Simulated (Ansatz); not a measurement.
A 16-atom cell of Zr(N,C) started in the rock salt structure, site fractions N 0.500, C 0.500, short-range order -0.17 in the first shell of the mixed sites (0 is random, a negative value favours unlike neighbours), space group Imma at the end, an ordered arrangement that its symmetry holds. The mixed sublattice has 8 sites.

The mixing enthalpy is taken against the end members in the rock salt type, relaxed in the same cell and mesh.

Level of theory: PBE (plane waves to 420 eV, PAW; Ansatz, a program for electronic structure). Scalar-relativistic, without spin–orbit coupling. Its k-point mesh 5×5×5, Fermi–Dirac width 0.05 eV.

```csv
cell,energy at zero smearing (eV)
ZrN,-36570.454
ZrC,-35491.949
Zr2CN,-36031.946
```

Question: Work out the mixing enthalpy per mixed site and the interaction parameter Ω of a regular solution.

Answer: With x = 4/8 of the second end member, ΔH = [-36031.946 − 4/8 × (-36570.454) − 4/8 × (-35491.949)] / 8 = -93 meV against the separate end members. Ω = ΔH / x(1 − x) = -372 meV.
